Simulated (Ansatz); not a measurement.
SiPbO₃ (model structure, started from the tetragonal perovskite type, P4mm, No. 99, 5 atoms in the cell)

Method: G0W0@PBEsol (plane waves, hard PAW, contour deformation, complete-basis limit; Ansatz, a quantum-chemistry and plane-wave program).

Settings: largest k mesh 8×8×6 (not extrapolated in the mesh).

Cell (relaxed with PBEsol):

PbO$_{3}$Si has the tetragonal space group P4mm (No. 99), Pearson symbol tP5. Conventional cell: a = 3.468 Å, b = 3.468 Å, c = 4.862 Å, α = 90.00°, β = 90.00°, γ = 90.00°. Si on 1b is surrounded by 1 O at 1.641 Å and 4 O at 1.799 Å. Pb on 1a sees 8 O at 2.546–2.605 Å. O1 on 1b is coordinated by 1 Si at 1.641 Å and 4 Pb at 2.605 Å. O2 on 2c has 2 Si at 1.799 Å and 2 Pb at 2.546 Å. (Neighbours: up to the widest gap in distance over summed covalent radii, below 1.35, at either atom; cation-cation and far metal-metal contacts left out.)

```
Quantity   Result
--------  -------
band gap  3.54 eV
```

Note: filled d or f shells below the valence bands can shift G0W0 gaps through exchange with them, which wasn't tested here; the relaxation could raise the start's symmetry but not lower it, so the cell can be a saddle point; the gap holds a correction of +0.46 eV to the complete basis.

Spin–orbit coupling is not included; with these elements it can move the gap by several tenths of an eV or more.

Computed values are for the static lattice.

Computing time: around 2.6 core-hours (rough).

A model structure was made by putting elements into a prototype or built by hand; it is no filed structure, need not be a known phase, and can be a saddle point held by its symmetry.
